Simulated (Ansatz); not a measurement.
# A computed series for TiAl: response to strain

Start from TiAl (space group P4/mmm, No. 123; a = 2.8243 Å, c = 4.0708 Å).

Strains are applied to the cell and any free atomic positions relax.

The values are results of PBE in Ansatz (plane waves to 420 eV, PAW, scalar-relativistic without spin-orbit coupling), not measurements.

Notes on the quantities. energy relative to the base: free energy F.

```tsv
isotropic strain (%)	energy relative to the base (meV/atom)
-5.95	218.5
-4.8	?
0	0.0
1.02	5.2
2.84	38.4
```

### Question
Fit ΔE = Aε² + Bε³ (ε in %) to the rows shown and predict the withheld row.

### Answer
Least squares on the printed values gives A = 5.22 and B = -0.16 meV/atom (largest residual 0.1 meV/atom); this predicts 137.9 meV/atom, and the run gives 137.4 meV/atom, 0.5 lower.

Stability against distortions was not tested. All final runs are without spin polarisation.

Ansatz is a quantum-chemistry and plane-wave program.
